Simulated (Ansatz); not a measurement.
Response to strain in AlN

Take AlN in the wurtzite structure (space group P6_3mc, No. 186; a = 3.089 Å, c = 4.943 Å) as the base. Axes: x lies along a and z along c of the hexagonal cell.

Strains are applied to the cell and any free atomic positions relax.

Level of theory: LDA (Ansatz, an electronic-structure program, PAW, scalar-relativistic without spin-orbit coupling).

| uniaxial strain ε_xx (%) | band gap (eV) |
|---|---|
| 0 | 4.42 |
| 0.6 | 4.35 |
| 1.2 | ? |
| 1.8 | 4.21 |
| 2.4 | 4.14 |
| 3 | 4.07 |

Problem. Fit E_g = E₀ + Dε (ε in %) to the rows shown and predict the withheld row.

Solution. Least squares on the printed values gives E₀ = 4.42 eV, D = -117 meV per % of strain (largest residual 0.00 eV); this predicts 4.28 eV, and the run gives 4.28 eV, in agreement.

Stability against distortions was not tested.
